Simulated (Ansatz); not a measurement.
W2C: response to strain

The parent structure is W$_{2}$C (space group Pbcn, No. 60; a cell from a computed database, its experimental status unchecked).

```
CELL_PARAMETERS angstrom
      4.71013     0.00000     0.00000
      0.00000     6.04508     0.00000
      0.00000     0.00000     5.18352
ATOMIC_POSITIONS crystal
  W  0.24427 0.12330 0.08090
  W  0.75573 0.87670 0.91910
  W  0.25573 0.37670 0.58090
  W  0.74427 0.62330 0.41910
  W  0.74427 0.37670 0.91910
  W  0.25573 0.62330 0.08090
  W  0.75573 0.12330 0.41910
  W  0.24427 0.87670 0.58090
  C  0.50000 0.12167 0.75000
  C  0.50000 0.87833 0.25000
  C  0.00000 0.37833 0.25000
  C  0.00000 0.62167 0.75000
```

Cartesian axes are those of the cell as printed.

Strains are applied to the cell and any free atomic positions relax; under biaxial strain the out-of-plane vector relaxes too.

Level of theory: PBEsol in Ansatz (plane waves to 420 eV, PAW, no SOC).

Notes on the quantities. pressure: mean of the normal stresses, compression positive.

```json
[
 {"change": "base", "pressure": "0.0 GPa", "volume per atom": "12.30 Å³"},
 {"change": "biaxial strain −0.65 %, plane normal [001], relaxed out of plane", "pressure": "2.8 GPa", "volume per atom": "12.21 Å³"},
 {"change": "isotropic strain +0.57 %", "pressure": "-5.9 GPa", "volume per atom": "12.51 Å³"},
 {"change": "isotropic strain +0.92 %", "pressure": "-9.2 GPa", "volume per atom": "12.64 Å³"}
]
```

Without a gap, meshes like the base's 8×6×7 leave anisotropic stresses uncertain by several tenths of a GPa, and small strain energies with them. Stability against distortions was not tested. All final runs are without spin polarisation.

Ansatz is an electronic-structure program.
